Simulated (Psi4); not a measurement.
Psi4 1.11, PBE/def2-tzvp: CC#[NH+], charge +1, multiplicity 1, 7 atoms. The geometry is a generated start, not checked to be a minimum at this level.

```yaml
task: energy
method: pbe
basis: def2-tzvp
memory: 3 GB
maxiter: 100
keys_of_the_molecule_block: symmetry c1
scf_type: df (default)
e_convergence: 1e-06 (default)
d_convergence: 1e-06 (default)
dft_radial_points: 75 (default)
dft_spherical_points: 302 (default)
basis_functions: 117
grid_points: 151932
```

```xyz
7

C     -0.8811     0.0389    -0.1915
C      0.4718    -0.0166     0.1004
N      1.5927    -0.0673     0.3434
H     -1.1644    -0.8027    -0.8340
H     -1.1163     0.9740    -0.7111
H     -1.4723    -0.0102     0.7303
H      2.5695    -0.1160     0.5625
```

Charge 1 and multiplicity 1 are set for this test and not shown to be the ground state.

With the defaults (diis = true, scf_initial_accelerator = adiis, damping_percentage = 0, level_shift = 0, level_shift_cutoff = 0.01, diis_max_vecs = 10, guess = auto, which took SAD, soscf = false) it converges in 9 SCF iterations. One run each on 2 threads, with these changes:
- diis = false, scf_initial_accelerator = none, damping_percentage = 60
- guess = core
- soscf = true
- level_shift = 0.1, level_shift_cutoff = 0.001
- diis_max_vecs = 6
- scf_initial_accelerator = none
- diis_max_vecs = 3
- guess = sap
- damping_percentage = 20

Task: Which of these changes keep the SCF from converging, or lead it to another solution?

Result: No convergence: diis = false, scf_initial_accelerator = none, damping_percentage = 60 (the run ends without SCF convergence in 100 iterations). The rest reach the solution of the defaults.

```tsv
setting	SCF iterations	JK calls	end
soscf = true	6	22	same solution
level_shift = 0.1, level_shift_cutoff = 0.001	8	9	same solution
the defaults	9	10	same solution
scf_initial_accelerator = none	9	10	same solution
guess = sap	9	9	same solution
diis_max_vecs = 6	9	10	same solution
guess = core	13	13	same solution
diis_max_vecs = 3	16	17	same solution
damping_percentage = 20	17	18	same solution
diis = false, scf_initial_accelerator = none, damping_percentage = 60	100	101	no convergence
```

An SOSCF iteration holds several JK calls; a Hückel guess adds calls on atoms.
